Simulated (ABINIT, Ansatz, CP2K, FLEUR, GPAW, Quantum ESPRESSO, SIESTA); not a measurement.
## Code comparison for BaP2Os2 (I4/mmm, 5 atoms in the cell)

Self-consistent single point, at a second geometry (lattice scaled by 0.98). First geometry:

```yaml
crystal:
  lattice:
    - [-2.02953, 2.02953, 6.16354]
    - [2.02953, -2.02953, 6.16354]
    - [2.02953, 2.02953, -6.16354]
  atoms:
    - { symbol: Ba, position: [0.00000, 0.00000, 0.00000] }
    - { symbol: P, position: [0.65708, 0.65708, 0.00000] }
    - { symbol: P, position: [0.34292, 0.34292, 0.00000] }
    - { symbol: Os, position: [0.25000, 0.75000, 0.50000] }
    - { symbol: Os, position: [0.75000, 0.25000, 0.50000] }
```

Shared settings, as Ansatz (a program for electronic structure) writes them: kpoints.mp_grid.grid = 7 7 7; scf.occupations.method = fermi_dirac; scf.occupations.width = 0.0037 Ry. Potentials and cutoffs stand in the table.

| code | model | ΔF from the first geometry (meV/atom) | pressure (GPa) | largest force (eV/Å) | cutoff |
|---|---|---|---|---|---|
| CP2K | PBEsol, GPW, DZVP-MOLOPT-SR-GTH basis, GTH-PBE potentials (GTH_POTENTIALS) | 22.9 | 8.54 | 1.238 | grid 500 Ry |
| Ansatz | PBEsol, PAW files made with PBE | 13.0 | 6.94 | 1.190 | default |
| ABINIT | PBEsol, norm-conserving pseudopotentials (PseudoDojo nc-sr-04 PBEsol standard) | 12.0 | 6.82 | 1.180 | 37 Ha |
| SIESTA | GGA PBEsol, numerical atomic orbitals DZP, PseudoDojo PBEsol standard norm-conserving potentials (rewritten from UPF to PSML) | 35.7 | 10.42 | 1.947 | grid 350 Ry |
| Quantum ESPRESSO | PBEsol, GBRV 1.5 ultrasoft (PBESOL) pseudopotentials | 14.4 | 7.15 | 1.168 | 40 Ry |
| FLEUR | PBEsol, all-electron FLAPW (FLEUR), scalar-relativistic valence | 15.9 | – | – | Kmax 4 1/bohr |
| GPAW | PBEsol, GPAW PAW datasets PBEsol (made by gpaw-setup) | 14.2 | 7.15 | 1.168 | 600 eV |

A dash marks a value that a program does not give, or that is left out as unsure.

On Ansatz's run: spin-orbit coupling is off. Spin polarisation is off.

The spread over the programs that give each value: ΔF from the first geometry within 23.7 meV/atom; pressure within 3.60 GPa; largest force within 0.779 eV/Å.

CP2K and SIESTA use small atom-centred bases, whose incompleteness enters pressures, forces and empty levels differently from a plane-wave cutoff. FLEUR treats all electrons, but the usual bases taken here (sphere radii, linearisation, local orbitals, empty states) were not tested for convergence, so the values are no reference for the others. Ansatz's pressure is given at a fixed set of plane waves, as the other plane-wave codes print theirs; with its correction for the finite basis it is 6.99 GPa. In the pressure, CP2K (by 1.49) and SIESTA (by 3.38) lie more than 1 GPa from the median of the plane-wave programs. In the force vectors, SIESTA (by 0.773) lies more than 0.08 eV/Å from the median of the plane-wave programs.

The starting cell comes from a database of computed structures (which also holds hypothetical and non-ambient phases and stackings), without a prior relaxation at this level. For this run, on top of that: lattice scaled by 0.98.

Keys are those of Ansatz 0.2.
